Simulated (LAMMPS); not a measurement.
MD of W (bcc) at zero pressure, 2000 atoms, as a crystal; each row is its own run.

Model: classical MD, pair style eam/alloy, file W_zhou.eam.alloy; code LAMMPS.

```csv
T (K),enthalpy (eV/atom)
200,-8.7081
1660,-8.3157
2220,-8.1561
2770,-7.9981
3330,-7.8331
3880,-7.6641
4430,-7.4910
```

Q: Fit a straight line, y = a + b x, to these rows (x is the first column, y the second) and predict the run at x = 300.

A: Least squares gives a = -8.7837 and b = 0.0002877. At x = 300 the fit predicts -8.6974 eV/atom. The run itself gave -8.6820 ± 0.0001 eV/atom, so the fit is 15 meV/atom low.

Caution (rows 2220; 2770; 3330; 3880; 4430): a run this short can hold a crystal over, or a liquid under, the potential's own melting point, which these runs don't give.

Caution (rows 3880; 4430): this crystal lies over the measured melting point of 3695 K, so it is superheated or the potential melts high.
